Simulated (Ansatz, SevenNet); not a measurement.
Equilibrium volume per atom (Å³/atom) of solids drawn from the class of silicides and borides, at two levels: the machine-learned potential SevenNet-0 (trained on PBE and PBE+U data), and r²SCAN (plane waves, PAW; Ansatz, an electronic-structure program).

```
solid           SevenNet-0  r²SCAN  shift (%)
--------------  ----------  ------  ---------
AlB2-type ZrB2       10.36   10.28       -0.8
AlB2-type MgB2        9.61    9.54       -0.7
C11b WSi2            13.70   13.42       -2.0
AlB2-type TiB2        8.59    8.51       -0.9
C11b MoSi2           13.63   13.36       -2.0
AlB2-type HfB2        9.96    9.88       -0.8
```

The shifts run from -2.0 % to -0.7 %, with a median of -0.9 %.

Over all 6 rows r²SCAN is the larger in 0.

Ansatz's runs of these crystals have no spin polarisation. Meta-GGA and hybrid levels favour moments, which can bear on AlB2-type TiB2.

Spin–orbit coupling is left out, also for the solids with elements from indium on (C11b WSi2, AlB2-type HfB2); its size isn't shown.

Ansatz's density-functional and Hartree–Fock values are scalar-relativistic unless marked +SOC, with PAW data made under PBE.
